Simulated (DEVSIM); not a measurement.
Structure: abrupt Ge n-p junction, at 250 K.

Layer 1 from the left is Ge, thickness (μm) 0.970, Nd (cm⁻³) 1.7e15, τn (s) 3.5e-5, τp (s) 3.5e-5. Layer 2 from the left is Ge, thickness (μm) 5.50, Na (cm⁻³) 2e14, τn (s) 3.5e-5, τp (s) 3.5e-5.

Left contact: ohmic. Right contact: ohmic. Voltage is applied to the left contact. Recombination: SRH at mid-gap, radiative. Mobility is μmin + (μ − μmin)/(1 + (N/Nref)^α).

This is a model device: material constants are rounded textbook-type values typed into the input, and sizes, dopings and lifetimes were drawn at random. Values at 300 K; Nc and Nv go as T^1.5, mobilities as T to minus their exponent, the gap by Varshni's rule with the affinity fixed.

Ge: gap (eV) 0.664, affinity (eV) 4, permittivity 16, Nc (cm⁻³) 1.04e19, Nv (cm⁻³) 6e18, μn (cm²/Vs) 3900, μp (cm²/Vs) 1900, μn,min 150, μp,min 100, Nref,n 2.6e17, Nref,p 4e17, αn 0.56, αp 0.6, T exponent of μn 1.66, T exponent of μp 2.33, B (cm³/s) 6.4e-14, Varshni α (eV/K) 0.000477, Varshni β (K) 235.

Question: Estimate by hand the built-in potential, the peak field at zero bias, the capacitance at 0.6 V, and compare with a numerical solution.

Answer: 
- Built-in potential: ni = √(Nc Nv) exp(−Eg/2kT) = 7.88e11 cm⁻³ with Eg = 0.683 eV; Vbi = kT/q ln(Na Nd/ni²) = 0.285 V; numerical 0.285 V.
- Peak field at zero bias: depletion approximation: W = √(2εVbi/(qN)) = 1.68 μm with N = 1.79e14 cm⁻³; field = 2Vbi/W = 3390 V/cm; numerical 3270 V/cm (estimate above by 3.7 %).
- Capacitance at 0.6 V: C = √(qεN / 2(Vbi + |V|)) = 4.79 nF/cm²; numerical 4.90 nF/cm² (estimate below by 2.3 %).

Simulated with DEVSIM: 1D drift-diffusion, Boltzmann statistics, complete ionisation; no tunnelling, impact ionisation, image-force lowering or self-heating.
